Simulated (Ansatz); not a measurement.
Pyrite PtAs₂, treated with RPBE (Ansatz, a first-principles code, PAW).

Run with plane-wave cutoff 520 eV, 6×6×6 k mesh, Fermi–Dirac smearing 0.01 eV, scalar-relativistic PAW data made under PBE.

Cell (measured lattice):

PtAs₂ is modelled in the cubic space group Pa-3 (No. 205), Pearson symbol cP12. Lattice parameters: a = 5.9670 Å, b = 5.9670 Å, c = 5.9670 Å, α = 90.00°, β = 90.00°, γ = 90.00°. As on 8c is surrounded by 1 As at 2.418 Å and 3 Pt at 2.490 Å (tetrahedral). Pt on 4a sees 6 As at 2.490 Å (octahedral). (Neighbours: up to the widest gap in distance over summed covalent radii, below 1.35, at either atom; cation-cation and far metal-metal contacts left out.)

Q: What does this level give for the band gap, smallest direct gap on the k points sampled and direct gap at Γ?

A: 
band gap: 0.28 eV
smallest direct gap on the k points sampled: 1.07 eV
direct gap at Γ: 1.67 eV

Note: cell and atoms aren't relaxed at this level (pressure 9.6 GPa).

Spin–orbit coupling is not included; it can close the smallest gap of 0.28 eV.

The result took roughly 2.7 core-minutes.
